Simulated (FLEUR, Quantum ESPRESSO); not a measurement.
A FLEUR input for a self-consistent single point of Na₃Cd (Fm-3m, 4 atoms in the cell) (DFT, PBEsol, all-electron FLAPW (FLEUR), scalar-relativistic valence):

Input of the input generator:

```
Na3Cd crystal
&input film=f /
0.0000000000 7.3250319933 7.3250319933
7.3250319933 0.0000000000 7.3250319933
7.3250319933 7.3250319933 0.0000000000
1.0
1.0 1.0 1.0

4
11 0.2500000000 0.2500000000 0.2500000000
11 0.7500000000 0.7500000000 0.7500000000
11 0.5000000000 0.5000000000 0.5000000000
48 0.0000000000 0.0000000000 0.0000000000

&comp jspins=1 /
&exco xctyp='PBEs' /
&kpt div1=10 div2=10 div3=10 gamma=t /
&end /
```

```xml
<?xml version="1.0" encoding="UTF-8" standalone="no"?>
<fleurInput fleurInputVersion="0.39">
   <comment>
      Na3Cd crystal                                                                                       
   </comment>
   <calculationSetup>
      <cutoffs Kmax="3.8" Gmax="13.3" GmaxXC="13.3" numbands="0"/>
      <scfLoop itmax="80" minDistance="0.00001" maxIterBroyd="15" imix="Anderson" alpha="0.05" precondParam="0.0" spinf="2.0"/>
      <coreElectrons ctail="T" frcor="F" kcrel="0" coretail_lmax="0"/>
      <xcFunctional name="PBEs" relativisticCorrections="F"/>
      <magnetism jspins="1"/>
      <soc l_soc="F" theta="0.0" phi="0.0" spav="F"/>
      <expertModes spex="0" secvar="F"/>
      <geometryOptimization l_f="T" forcealpha="1.0" forcemix="BFGS" epsdisp="0.00001" epsforce="0.00001"/>
      <ldaU l_linMix="F" mixParam="0.05" spinf="1.0"/>
   </calculationSetup>
   <cell>
      <bzIntegration valenceElectrons="45.0" mode="hist" fermiSmearingEnergy="0.00367493">
         <kPointListSelection listName="default-1"/>
         <!-- k-points included here -->
         <xi:include xmlns:xi="http://www.w3.org/2001/XInclude" href="kpts.xml"> </xi:include>
      </bzIntegration>
      <!-- symmetry operations included here -->
      <xi:include xmlns:xi="http://www.w3.org/2001/XInclude" href="sym.xml"> </xi:include>
      <bulkLattice scale="1.0">
         <bravaisMatrix>
            <row-1>    0.0000000000000000     7.3250319932999997     7.3250319932999997</row-1>
            <row-2>    7.3250319932999997     0.0000000000000000     7.3250319932999997</row-2>
            <row-3>    7.3250319932999997     7.3250319932999997     0.0000000000000000</row-3>
         </bravaisMatrix>
      </bulkLattice>
   </cell>
   <atomSpecies>
      <species name="Sodium (Na)" element="Na" atomicNumber="11">
         <mtSphere radius="2.63" gridPoints="925" logIncrement="0.012"/>
         <atomicCutoffs lmax="10" lnonsphr="8"/>
         <electronConfig flipSpins="F">
            <coreConfig>(1s1/2)</coreConfig>
            <valenceConfig>(2s1/2) (2p1/2) (2p3/2) (3s1/2)</valenceConfig>
            <stateOccupation state="(3s1/2)" spinUp="0.5" spinDown="0.5"/>
         </electronConfig>
         <energyParameters s="3" p="3" d="3" f="4"/>
         <lo type="SCLO" l="0" n="2" eDeriv="0"/>
         <lo type="SCLO" l="1" n="2" eDeriv="0"/>
      </species>
      <species name="Cadmium (Cd)" element="Cd" atomicNumber="48">
         <mtSphere radius="2.63" gridPoints="925" logIncrement="0.014"/>
         <atomicCutoffs lmax="10" lnonsphr="8"/>
         <electronConfig flipSpins="F">
            <coreConfig>(1s1/2) (2s1/2) (2p1/2) (2p3/2) (3s1/2) (3p1/2) (3p3/2) (4s1/2) (3d3/2) (3d5/2)</coreConfig>
            <valenceConfig>(4p1/2) (4p3/2) (5s1/2) (4d3/2) (4d5/2)</valenceConfig>
         </electronConfig>
         <energyParameters s="5" p="5" d="4" f="4"/>
         <lo type="SCLO" l="1" n="4" eDeriv="0"/>
      </species>
   </atomSpecies>
   <atomGroups>
      <atomGroup species="Sodium (Na)">
         <relPos label="                   1">1.000/4.000 1.000/4.000 1.000/4.000</relPos>
         <relPos label="                   2">-1.000/4.000 -1.000/4.000 -1.000/4.000</relPos>
         <force calculate="T" relaxXYZ="TTT"/>
      </atomGroup>
      <atomGroup species="Sodium (Na)">
         <relPos label="                   3">1.000/2.000 1.000/2.000 1.000/2.000</relPos>
         <force calculate="T" relaxXYZ="TTT"/>
      </atomGroup>
      <atomGroup species="Cadmium (Cd)">
         <relPos label="                   4">.0000000000 .0000000000 .0000000000</relPos>
         <force calculate="T" relaxXYZ="TTT"/>
      </atomGroup>
   </atomGroups>
   <output dos="F" band="F" slice="F">
      <checks vchk="F" cdinf="F"/>
      <bandDOS minEnergy="-.5*Htr" maxEnergy="0.5*Htr" sigma="0.015" storeEVData="T"/>
      <vacuumDOS vacdos="F" integ="F" star="F" nstars="0" locx1="0.0" locy1="0.0" locx2="0.0" locy2="0.0" nstm="0" tworkf="0.0"/>
      <unfoldingBand unfoldBand="F" supercellX="1" supercellY="1" supercellZ="1"/>
      <plotting iplot="0" polar="F">
         <plot TwoD="T" vec1="  1.0  0.0  0.0" vec2="  0.0  1.0  0.0" vec3="  0.0  0.0  1.0" zero="  0.0  0.0  0.0" file="plot"/>
      </plotting>
      <chargeDensitySlicing numkpt="0" minEigenval="0.0" maxEigenval="0.0" nnne="0" pallst="F"/>
      <specialOutput eonly="F"/>
      <magneticCircularDichroism mcd="F" energyLo="-10.0" energyUp="0.0"/>
   </output>
  <!-- We include the file relax.xml here to enable relaxations (see documentation) -->
  <xi:include xmlns:xi="http://www.w3.org/2001/XInclude" href="relax.xml"> <xi:fallback/> </xi:include>
</fleurInput>
```

Question: Translate this input to Quantum ESPRESSO.

Answer: This is the input that was run; spellings and numerical settings could be chosen otherwise.

```fortran
&control
    calculation = 'scf'
    outdir = './out'
    pseudo_dir = './'
    tprnfor = .true.
    tstress = .true.
/
&system
    ibrav = 0
    nat = 4
    ntyp = 2
    ecutwfc = 40
    ecutrho = 200
    occupations = 'smearing'
    smearing = 'fermi-dirac'
    degauss = 0.0073499
/
&electrons
    conv_thr = 1.0d-9
/
ATOMIC_SPECIES
Na    22.9898  na_pbesol_v1.5.uspp.F.UPF
Cd   112.4140  cd_pbesol_v1.uspp.F.UPF
ATOMIC_POSITIONS alat
Na    0.35355339    0.35355339    0.35355339
Na    1.06066017    1.06066017    1.06066017
Na    0.70710678    0.70710678    0.70710678
Cd    0.00000000    0.00000000    0.00000000
K_POINTS automatic
10 10 10  0 0 0
CELL_PARAMETERS bohr
   0.00000000     7.32503199     7.32503199
   7.32503199     0.00000000     7.32503199
   7.32503199     7.32503199     0.00000000
```

Basis, cutoffs, solver keys and any potentials are the target program's own. This input uses DFT, PBEsol, plane waves, GBRV 1.5 ultrasoft (PBESOL) pseudopotentials.

The starting cell comes from a database of computed structures (which also holds hypothetical and non-ambient phases and stackings), without a prior relaxation at this level.
